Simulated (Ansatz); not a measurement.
For BC5 (model structure, P3m1, No. 156, 6 atoms in the cell), LDA in Ansatz (plane waves, PAW) gives:

| Property | Value |
|---|---|
| lattice parameter a | 2.521 Å |
| lattice parameter c | 6.323 Å |
| bulk modulus | 406 GPa |
| cohesive energy | 8.50 eV/atom |

**Question.** What does r²SCAN in Ansatz (PAW) give for the same quantities?

**Answer.** 
- lattice constant a: 2.545 Å (goes up by 1.0 %)
- lattice parameter c: 6.372 Å (increases by 0.8 %)
- bulk modulus: 390 GPa (falls by 3.9 %)
- cohesive energy: 7.13 eV/atom (decreases by 1.37 eV/atom)

Changes are worked out from the printed values.

Unless a cell is named, each level is at its own relaxed cell (LDA 5.80, r²SCAN 5.96 Å³/atom).

Caveats: the bulk modulus is −V dP/dV from two relaxed cells at ±2 % in volume (LDA, r²SCAN). Ansatz's density-functional and Hartree–Fock values are scalar-relativistic unless marked +SOC, with PAW data made under PBE.

A model structure was made by putting elements into a prototype or built by hand; it is no filed structure, need not be a known phase, and can be a saddle point held by its symmetry.

Ansatz is an electronic-structure program.
